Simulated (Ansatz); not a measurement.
For C (model structure, P4₁2₁2, No. 92, 12 atoms in the cell), LDA (Ansatz, an electronic-structure program, plane waves, PAW) gives:

- equilibrium lattice constant a = 3.761 Å
- lattice parameter c = 4.621 Å
- cohesive energy = 8.07 eV/atom
- band gap = 4.97 eV

Question: What does r²SCAN (Ansatz, PAW) give for the same quantities?

Answer: 
- lattice constant a: 3.796 Å (increases by 0.9 %)
- lattice parameter c: 4.672 Å (grows by 1.1 %)
- cohesive energy: 6.56 eV/atom (shrinks by 1.51 eV/atom)
- band gap: 5.37 eV (increases by 0.40 eV)

Changes are worked out from the printed values.

Unless a cell is named, each level is at its own relaxed cell (LDA 5.45, r²SCAN 5.61 Å³/atom).

Density-functional gaps are differences of (generalised) Kohn–Sham levels.

Ansatz's density-functional and Hartree–Fock values are scalar-relativistic unless marked +SOC, with PAW data made under PBE.

A model structure was made by putting elements into a prototype or built by hand; it is no filed structure, need not be a known phase, and can be a saddle point held by its symmetry.
